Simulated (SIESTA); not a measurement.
Band structure of CuNiO2 (C2/m, 4 atoms in the cell).

```yaml
crystal:
  lattice:
    - [2.70601, -1.41131, 0.00000]
    - [2.70601, 1.41131, 0.00000]
    - [-2.68483, 0.00000, 4.92926]
  atoms:
    - { symbol: Cu, position: [0.00000, 0.00000, 0.00000], spin: 1.0 }
    - { symbol: Ni, position: [0.00000, 0.00000, 0.50000], spin: 2.0 }
    - { symbol: O, position: [0.57092, 0.57092, 0.26870] }
    - { symbol: O, position: [0.42908, 0.42908, 0.73130] }
```
(The spins are starting values, not results.)

Computed with LDA PW92, numerical atomic orbitals DZP, PseudoDojo LDA standard norm-conserving potentials (rewritten from UPF to PSML) in SIESTA.

Settings: XC.functional = LDA; XC.authors = PW92; potentials = PseudoDojo LDA standard; PAO.BasisSize = DZP; PAO.EnergyShift = 0.01 Ry; MeshCutoff = 350 Ry; kgrid.MonkhorstPack = 8 8 4; OccupationFunction = FD; ElectronicTemperature = 136 meV; Spin = polarized; DM.InitSpin = [1 +1.00, 2 +2.00, 3 +0.00, 4 +0.00]; MaxSCFIterations = 150; SCF.Mixer.Method = Pulay; SCF.Mixer.Weight = 0.1.

The starting cell comes from a database of computed structures (which also holds hypothetical and non-ambient phases and stackings), without a prior relaxation at this level. Its lattice was rescaled by a random factor within 2.5 % of one. With one magnetic atom in the cell only a parallel order is possible. Values carry the incompleteness of an atom-centred basis.

Levels in eV from the Fermi level, bands 22 to 27 of the first spin channel:
| point | 22 | 23 | 24 | 25 | 26 | 27 |
|---|---|---|---|---|---|---|
| Γ | -1.86 | -1.78 | -1.17 | 0.25 | 1.07 | 1.96 |
| Y | -1.56 | -1.52 | -1.28 | -0.09 | 1.04 | 4.63 |
| F | -1.56 | -1.52 | -1.28 | -0.09 | 1.04 | 4.63 |
| L | -1.43 | -1.27 | -0.56 | -0.48 | -0.22 | 5.05 |
| I | -1.37 | -1.29 | -0.95 | -0.58 | 0.39 | 6.98 |
| I1 | -1.37 | -1.29 | -0.95 | -0.58 | 0.39 | 6.98 |
| Z | -1.46 | -1.45 | -0.46 | -0.08 | 0.18 | 4.16 |
| F1 | -1.56 | -1.52 | -1.28 | -0.09 | 1.04 | 4.63 |
| X1 | -1.60 | -1.18 | -0.70 | -0.50 | 0.06 | 6.23 |
| X | -1.60 | -1.18 | -0.70 | -0.50 | 0.06 | 6.23 |
| N | -1.60 | -1.41 | -1.02 | 0.14 | 1.03 | 5.07 |
| M | -1.55 | -1.10 | -0.69 | -0.18 | -0.17 | 6.23 |

Bands cross the Fermi level along this path, so the cell is metallic at this level.

Higher empty bands are left out: an atom-centred basis made for the valence describes them poorly.

The net moment of the cell came out as 1.06 μB.
